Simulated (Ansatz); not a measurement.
The starting structures come from a database of crystals and need not be the phases stable at ambient conditions.

Inside the gap of an insulator the Bloch states are evanescent, with a wavenumber k + iκ along the transport direction.

Consider the following.

```
ScCl3
1.0
    6.95094    -0.06376     0.00000
    1.23532     9.33390     0.00000
   -2.85781     4.69883     3.17522
Sc Cl
2 6
Direct
  0.33312   0.66656   0.00000
  0.66688   0.33344   0.00000
  0.48428   0.27601   0.64451
  0.51572   0.72399   0.35549
  0.83977   0.92053   0.64323
  0.16023   0.07947   0.35677
  0.19654   0.56376   0.71226
  0.80346   0.43624   0.28774
```

Space group of this cell: R-3. The cell was relaxed by PBE-D3(BJ).

Transport runs along the normal of the first two printed cell vectors, the (110) plane of the conventional cell.

The gap is the functional's own. No spin-orbit coupling. Mid-gap values are interpolated on the energy grid.

Question: Give the band gap and the smallest decay constant κ at mid-gap that r2SCAN in Ansatz (an electronic-structure program) yields.

Answer: Gap 4.12 eV on a 10×10×10 mesh; κ = 0.385 1/Å, at the zone centre.
